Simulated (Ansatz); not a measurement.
Data:

```
CELL_PARAMETERS angstrom
      4.90351     0.00000     0.00000
     -2.45176     4.24656     0.00000
      0.00000     0.00000    19.74220
ATOMIC_POSITIONS crystal
  Pb 0.00000 0.00000 0.50000
  I  0.33333 0.66667 0.58747
  I  0.66667 0.33333 0.41253
```

All values below come from PBE with spin-orbit coupling, rigid bands (plane waves, PAW; Ansatz, a quantum-chemistry and plane-wave program). Condition of this run: biaxial strain +5 % with spin-orbit coupling. How the cell was made: cell and atoms relaxed with PBE, then loaded as said.

Q: Predict the electron conductivity mass (n e² τ/σ) at 300 K, by direction if it differs.

A: 0.37 mₑ.

Q: Predict the hole conductivity mass (n e² τ/σ) at 300 K, by direction if it differs.

A: 2.6 mₑ.

Q: And the band gap?

A: 1.60 eV at this level; semilocal functionals usually fall short of the measured gap.

Rigid bands, one relaxation time for all states, no polarons.
